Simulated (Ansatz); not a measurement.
The starting structures come from a database of crystals and need not be the phases stable at ambient conditions.

Tunnelling through a barrier is set by its complex band structure: the current falls as exp(−2κd) with the smallest κ.

```xyz
13
Lattice="6.9146 0.0000 0.0000 2.3346 7.1231 0.0000 3.4573 0.0000 5.9506" Properties=species:S:1:pos:R:3 pbc="T T T"
Ca     4.6246     3.5615     0.0000
Ca     8.0819     3.5615     2.0872
Ca     4.6246     3.5615     3.8633
Ca     3.4573     0.0000     1.9680
Ca     6.9146     0.0000     3.9826
P      7.1582     5.3987     0.0000
P      2.0910     1.7244     0.0000
P      3.3711     5.4160     1.8087
P      9.3354     1.7071     4.1418
P      5.8781     1.7071     1.8087
P      6.8284     5.4160     4.1418
P      2.3153     5.9620     0.0000
P      6.9340     1.1611     0.0000
```

Space group of this cell: C2/m. The cell is taken as given.

Transport runs along the normal of the first two printed cell vectors.

The gap is the functional's own, uncorrected, and κ follows it; spin-orbit coupling is left out. Mid-gap values are interpolated between the computed energies.

Question: Compute, with r2SCAN in Ansatz (an electronic-structure program), the band gap and the smallest decay constant κ at mid-gap.

Answer: Gap 1.43 eV on a 6×4×6 mesh; κ = 0.177 1/Å, at the zone centre.
